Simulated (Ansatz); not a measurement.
An Ansatz (an electronic-structure program) input (PBEsol/PAW in Ansatz, spin-orbit coupling left out):

Ansatz 0.2 input:
```yaml
crystal:
  lattice:
    - [0, 2.6056697299, 2.6056697299]
    - [2.6056697299, 0, 2.6056697299]
    - [2.6056697299, 2.6056697299, 0]
  atoms:
    - { symbol: Se, position: [0, 0, 0] }
    - { symbol: Pt, position: [0.5, 0.5, 0.5] }
basis: { ecutwfc: 420, ecutrho_ratio: 4, xc_grid: 2, fft_grid_basis: typed }
kpoints: { mp_grid: { grid: [15, 15, 15] } }
hamiltonian:
  xc: pbesol
  dispersion: none
  pseudopotentials: { kind: paw }
scf: { occupations: { method: fermi_dirac, width: 0.05 }, convergence: { dr2_threshold: 0.0000000002 } }
output: { forces: true, stress: true }
checkpoint: { write: state.ck, write_every: 1000 }
```

Q: Which symmetry and how many k-points will the program report, and about how many plane waves at Γ?

A: Space group Fm-3m (ITA 225) with 48 operations, k-points 120 of 3375, and 701 plane waves at Γ.

Whether these cells are dynamically stable was not tested. The final runs are not spin-polarised. The cell was made from PbSe by this change: Pb → Pt; the result is a hypothetical phase, not in the database extracts checked.
